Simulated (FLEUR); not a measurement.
A self-consistent single point of YCuSi₂Ni (I-4m2, 5 atoms in the cell) with FLEUR

Method: LDA (Perdew-Zunger), all-electron FLAPW (FLEUR), scalar-relativistic valence in FLEUR.

This input was run:

Input of the input generator:

```
YCuSi2Ni
&input film=f /
-0.3520052814 0.3520052814 0.8672857451
0.3520052814 -0.3520052814 0.8672857451
0.3520052814 0.3520052814 -0.8672857451
10.9025415022
1.0 1.0 1.0

5
39 0.0000000000 0.0000000000 0.0000000000
14 0.6220800000 0.6220800000 0.0000000000
14 0.3779200000 0.3779200000 0.0000000000
29 0.2500000000 0.7500000000 0.5000000000
28 0.7500000000 0.2500000000 0.5000000000

&comp jspins=1 /
&exco xctyp='pz' /
&kpt div1=9 div2=9 div3=9 /
&end /
```

```xml
<?xml version="1.0" encoding="UTF-8" standalone="no"?>
<fleurInput fleurInputVersion="0.39">
   <comment>
      YCuSi2Ni                                                                                            
   </comment>
   <calculationSetup>
      <cutoffs Kmax="3.9" Gmax="15.6" GmaxXC="15.6" numbands="0"/>
      <scfLoop itmax="80" minDistance="0.00001" maxIterBroyd="40" imix="Anderson" alpha="0.05" precondParam="0.0" spinf="2.0"/>
      <coreElectrons ctail="T" frcor="F" kcrel="0" coretail_lmax="0"/>
      <xcFunctional name="pz" relativisticCorrections="F"/>
      <magnetism jspins="1"/>
      <soc l_soc="F" theta="0.0" phi="0.0" spav="F"/>
      <expertModes spex="0" secvar="F"/>
      <geometryOptimization l_f="T" forcealpha="1.0" forcemix="BFGS" epsdisp="0.00001" epsforce="0.00001"/>
      <ldaU l_linMix="F" mixParam="0.05" spinf="1.0"/>
   </calculationSetup>
   <cell>
      <bzIntegration valenceElectrons="46.0" mode="gauss" fermiSmearingEnergy="0.00999582">
         <kPointListSelection listName="default-1"/>
         <!-- k-points included here -->
         <xi:include xmlns:xi="http://www.w3.org/2001/XInclude" href="kpts.xml"> </xi:include>
      </bzIntegration>
      <!-- symmetry operations included here -->
      <xi:include xmlns:xi="http://www.w3.org/2001/XInclude" href="sym.xml"> </xi:include>
      <bulkLattice scale="1.0">
         <bravaisMatrix>
            <row-1>   -3.8377521894570896     3.8377521894570896     9.4556188302192012</row-1>
            <row-2>    3.8377521894570896    -3.8377521894570896     9.4556188302192012</row-2>
            <row-3>    3.8377521894570896     3.8377521894570896    -9.4556188302192012</row-3>
         </bravaisMatrix>
      </bulkLattice>
   </cell>
   <atomSpecies>
      <species name="Yttrium (Y)" element="Y" atomicNumber="39">
         <mtSphere radius="2.68" gridPoints="925" logIncrement="0.014"/>
         <atomicCutoffs lmax="10" lnonsphr="8"/>
         <electronConfig flipSpins="F">
            <coreConfig>(1s1/2) (2s1/2) (2p1/2) (2p3/2) (3s1/2) (3p1/2) (3p3/2) (3d3/2) (3d5/2)</coreConfig>
            <valenceConfig>(4s1/2) (4p1/2) (4p3/2) (5s1/2) (4d3/2) (4d5/2)</valenceConfig>
            <stateOccupation state="(4d3/2)" spinUp="0.2" spinDown="0.2"/>
            <stateOccupation state="(4d5/2)" spinUp="0.3" spinDown="0.3"/>
         </electronConfig>
         <energyParameters s="5" p="5" d="4" f="4"/>
         <lo type="SCLO" l="0" n="4" eDeriv="0"/>
         <lo type="SCLO" l="1" n="4" eDeriv="0"/>
      </species>
      <species name="Silicon (Si)" element="Si" atomicNumber="14">
         <mtSphere radius="1.68" gridPoints="579" logIncrement="0.019"/>
         <atomicCutoffs lmax="6" lnonsphr="4"/>
         <electronConfig flipSpins="F">
            <coreConfig>(1s1/2) (2s1/2) (2p1/2) (2p3/2)</coreConfig>
            <valenceConfig>(3s1/2) (3p1/2) (3p3/2)</valenceConfig>
            <stateOccupation state="(3p1/2)" spinUp="0.3333333333333" spinDown="0.3333333333333"/>
            <stateOccupation state="(3p3/2)" spinUp="0.6666666666667" spinDown="0.6666666666667"/>
         </electronConfig>
         <energyParameters s="3" p="3" d="3" f="4"/>
      </species>
      <species name="Copper (Cu)" element="Cu" atomicNumber="29">
         <mtSphere radius="2.57" gridPoints="885" logIncrement="0.014"/>
         <atomicCutoffs lmax="10" lnonsphr="8"/>
         <electronConfig flipSpins="F">
            <coreConfig>(1s1/2) (2s1/2) (2p1/2) (2p3/2) (3s1/2) (3p1/2) (3p3/2)</coreConfig>
            <valenceConfig>(4s1/2) (3d3/2) (3d5/2)</valenceConfig>
            <stateOccupation state="(4s1/2)" spinUp="0.5" spinDown="0.5"/>
         </electronConfig>
         <energyParameters s="4" p="4" d="3" f="4"/>
         <lo type="HELO" l="2" n="4" eDeriv="0"/>
      </species>
      <species name="Nickel (Ni)" element="Ni" atomicNumber="28">
         <mtSphere radius="2.57" gridPoints="885" logIncrement="0.014"/>
         <atomicCutoffs lmax="10" lnonsphr="8"/>
         <electronConfig flipSpins="F">
            <coreConfig>(1s1/2) (2s1/2) (2p1/2) (2p3/2) (3s1/2)</coreConfig>
            <valenceConfig>(3p1/2) (3p3/2) (4s1/2) (3d3/2) (3d5/2)</valenceConfig>
            <stateOccupation state="(3d3/2)" spinUp="1.6" spinDown="1.6"/>
            <stateOccupation state="(3d5/2)" spinUp="2.4" spinDown="2.4"/>
         </electronConfig>
         <energyParameters s="4" p="4" d="3" f="4"/>
         <lo type="SCLO" l="1" n="3" eDeriv="0"/>
      </species>
   </atomSpecies>
   <atomGroups>
      <atomGroup species="Yttrium (Y)">
         <relPos label="                   1">.0000000000 .0000000000 .0000000000</relPos>
         <force calculate="T" relaxXYZ="TTT"/>
      </atomGroup>
      <atomGroup species="Silicon (Si)">
         <relPos label="                   2">-.3779200000 -.3779200000 .0000000000</relPos>
         <relPos label="                   3">.3779200000 .3779200000 .0000000000</relPos>
         <force calculate="T" relaxXYZ="TTT"/>
      </atomGroup>
      <atomGroup species="Copper (Cu)">
         <relPos label="                   4">1.000/4.000 -1.000/4.000 1.000/2.000</relPos>
         <force calculate="T" relaxXYZ="TTT"/>
      </atomGroup>
      <atomGroup species="Nickel (Ni)">
         <relPos label="                   5">-1.000/4.000 1.000/4.000 1.000/2.000</relPos>
         <force calculate="T" relaxXYZ="TTT"/>
      </atomGroup>
   </atomGroups>
   <output dos="F" band="F" slice="F">
      <checks vchk="F" cdinf="F"/>
      <bandDOS minEnergy="-.5*Htr" maxEnergy="0.5*Htr" sigma="0.015" storeEVData="T"/>
      <vacuumDOS vacdos="F" integ="F" star="F" nstars="0" locx1="0.0" locy1="0.0" locx2="0.0" locy2="0.0" nstm="0" tworkf="0.0"/>
      <unfoldingBand unfoldBand="F" supercellX="1" supercellY="1" supercellZ="1"/>
      <plotting iplot="0" polar="F">
         <plot TwoD="T" vec1="  1.0  0.0  0.0" vec2="  0.0  1.0  0.0" vec3="  0.0  0.0  1.0" zero="  0.0  0.0  0.0" file="plot"/>
      </plotting>
      <chargeDensitySlicing numkpt="0" minEigenval="0.0" maxEigenval="0.0" nnne="0" pallst="F"/>
      <specialOutput eonly="F"/>
      <magneticCircularDichroism mcd="F" energyLo="-10.0" energyUp="0.0"/>
   </output>
  <!-- We include the file relax.xml here to enable relaxations (see documentation) -->
  <xi:include xmlns:xi="http://www.w3.org/2001/XInclude" href="relax.xml"> <xi:fallback/> </xi:include>
</fleurInput>
```

Output (repeated stretches shortened):

```
      Welcome to FLEUR        (www.flapw.de)
      MaX-Release 8.1          (www.max-centre.eu)

 ========== k-point set info ==========
 Selected k-point list: default-1
 k-point list type: mesh
 9 x 9 x 9
 Number of k points: 75

 ------------Calculation Setup---------------------------
           1           3           5          15          25          75
 Number of basis functions:          625
 Iteration:     1   Distance:      45.79137660 me/bohr^3
 Iteration:     2   Distance:      14.78057283 me/bohr^3
 Iteration:     3   Distance:       7.23865254 me/bohr^3
 Iteration:     4   Distance:       6.77460016 me/bohr^3
 Iteration:     5   Distance:       5.69950689 me/bohr^3
 Iteration:     6   Distance:       2.97459556 me/bohr^3
   [... 10 lines left out ...]
 Iteration:    17   Distance:       0.00053949 me/bohr^3
 Iteration:    18   Distance:       0.00026311 me/bohr^3
 Iteration:    19   Distance:       0.00005436 me/bohr^3
 Iteration:    20   Distance:       0.00012912 me/bohr^3
 Iteration:    21   Distance:       0.00000696 me/bohr^3
 Reset of history
 Run finished successfully
 Stop message:
   Structural relaxation: new displacements generated

[file out, last iteration]
             iter=     22
          p o t e n t i a l   g e n e r a t o r
[...]
          integral of pseudo charge density inside the slab=        0.000000   0.000000
     coulomb potential in the interstitial region:
          density-coulomb potential integrals
          total density-coulomb potenti   -11053.6890131196
          density-effective potential integrals for spin  1
          total density-effective poten   -1.1413488504E+04
          charge density-energy density integrals
          total charge density-energy d   -2.7172423169E+02
 Updated energy parameters for spin:           1
  Atom    1 5s branch from -1.20 to  2.10 htr. ; e_l =  0.2473
  Atom    1 5p branch from -0.41 to  2.70 htr. ; e_l =  0.3587
  Atom    1 4d branch from -5.04 to  0.83 htr. ; e_l =  0.3543
  Atom    1 4f branch from -9.99 to  2.06 htr. ; e_l =  0.5996
  Atom    1 4s branch from-13.00 to -1.20 htr. ; e_l(l -1.2472
  Atom    1 4p branch from-10.00 to -0.41 htr. ; e_l(l -0.5154
  Atom    2 3s branch from -4.55 to  2.82 htr. ; e_l = -0.2552
  Atom    2 3p branch from -2.96 to  3.23 htr. ; e_l = -0.1078
  Atom    2 3d branch from -9.99 to  3.16 htr. ; e_l =  0.0650
  Atom    2 4f branch from -9.99 to  6.61 htr. ; e_l =  0.2276
  Atom    3 4s branch from -3.82 to  1.05 htr. ; e_l =  0.1580
  Atom    3 4p branch from -2.27 to  1.57 htr. ; e_l =  0.3128
  Atom    3 3d branch from -9.99 to  0.24 htr. ; e_l =  0.1869
  Atom    3 4f branch from -9.99 to  3.02 htr. ; e_l =  0.6426
  Atom    3-4d branch from  1.98 to  1.98 htr. ; e_l(l  1.9804
  Atom    4 4s branch from -3.45 to  1.15 htr. ; e_l =  0.1788
  Atom    4 4p branch from -2.00 to  1.66 htr. ; e_l =  0.3245
  Atom    4 3d branch from -9.99 to  0.31 htr. ; e_l =  0.2470
  Atom    4 4f branch from -9.99 to  3.01 htr. ; e_l =  0.6482
  Atom    4 3p branch from-30.40 to -2.00 htr. ; e_l(l -2.0084
[...]
 fermi energy and band-weighting factors:
at   0.44444   0.55556  -0.44444   k-weight:    0.005487
   36 eigenvalues :
   [... lines left out ...]
          first approx. to ef    (T=0)  :   0.307760 htr   (energy of the highest occ. eigenvalue)
          total moment                 =     0.00000
 Direct bandgap for spin            1 :    1.0391171226103724E-002  Htr
   [... lines left out ...]
 -->  2    0.47273  0.50267  0.03581  0.00162    1.01304
 -->  3    0.64103  0.73977  9.40686  0.02800   10.82352
 -->  4    0.57058  6.63644  8.63301  0.02672   15.87410
          total charge for spin  1=   46.000000
          interst. charge =       8.368964
          mt charge=              8.907333    1.013042   10.823517   15.874103
          total charge  =   46.000000
          z= 39.     r(1)=  0.645805E-05     dx= 0.014000     m.t.index= 925
               n    l     j    energy       weight
               1.   0.   0.5 -618.1645      2.0000
               2.   0.   0.5  -84.2722      2.0000
               2.   1.   0.5  -76.9428      2.0000
   [... 6 lines left out ...]
          atom type    1  (spin 1)
          kinetic energy=  0.342993863677E+04     sum of the eigenvalues= -0.199173758699E+04
          0.00000531  electrons lost from core.
   [... 3 blocks of this kind left out ...]

          total charge for spin  1=  124.000000
          interst. charge =       8.406641
          mt charge=             36.907329   10.994630   28.822417   27.874353
          total charge  =  124.000000
          zc=   124.000000     qfix=    1.000000
     t o t a l  e n e r g y
          sum of eigenvalues =             -4124.7029096398
          density-coulomb potential int   -11053.6890131196
          density-effective potential i   -11413.4885038386
          charge den
```

The run converged in 21 iterations. FLEUR gives forces in its relaxation mode, with a further iteration, so its stop message speaks of a relaxation.

The starting cell comes from a database of computed structures (which also holds hypothetical and non-ambient phases and stackings), without a prior relaxation at this level. Its lattice was rescaled by a random factor within 2.5 % of one. Spin polarisation is off. Values depend on the basis (sphere radii, cutoffs, local orbitals), which need not be converged. The log's line on a gap gives a spacing of levels on this mesh, which the program prints for metals too.

Cost on one core of a shared machine: roughly 10 min.
